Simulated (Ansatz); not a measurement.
The reference is HfO2 in the CdI2 type structure (space group P-3m1, No. 164; a = 3.2085 Å, c = 4.5149 Å; a hypothetical phase, not in the database extracts checked; layered, stacked along the Cartesian z axis).

Computed with PBEsol-D3(BJ), PAW, 420 eV (Ansatz, a first-principles code; no SOC).

Free-standing slabs (3 atom(s) a layer) normal to the stacking axis with 15 Å of vacuum; in-plane cell relaxed.

One change was made to it. Results:

The gap character is indirect, K–Γ (59 % along) → M; the smallest direct gap increases by 0.05 eV, from 4.85 eV to 4.90 eV; the excess energy per area of both faces (slab less bulk energy over the cell's area: twice a surface energy) comes out as 0.53 J/m²; the band gap goes up by 0.264 eV, from 4.40 eV to 4.67 eV.

Q: Name the change that was made.
(A) 3 layers
(B) 2 layers
(C) 1 layer

A: B, 2 layers. For comparison, the band gap in the other runs: 1 layer gives 4.86 eV; 3 layers gives 4.57 eV.

Slab and bulk use different k-meshes, which limits the precision of the excess energy. Spin-orbit coupling, missing from the scalar runs, can matter with Hf. Whether these cells are dynamically stable was not tested.
